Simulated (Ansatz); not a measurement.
# A computed series for Ga2O3: pressure series

Take Ga2O3 in the corundum structure (space group R-3c, No. 167; a = 5.000 Å, c = 13.449 Å (hexagonal axes)) as the base.

Cell and atoms are relaxed at each pressure.

The values are results of Ansatz (an electronic-structure program) PBEsol, spin-orbit coupling left out, not measurements.

Candidates:
(a) pressure 9 GPa
(b) pressure 2.1 GPa
(c) pressure −1 GPa

Base values:

```
Property   Result
--------  -------
Band gap  2.70 eV
```

Order them by band gap, highest first.

(a) pressure 9 GPa (3.10 eV), (b) pressure 2.1 GPa (2.80 eV), (c) pressure −1 GPa (2.65 eV)

Load acts through the strain it causes; cell and atoms are relaxed under it. Stability against distortions was not tested. Competing high-pressure phases were not computed.
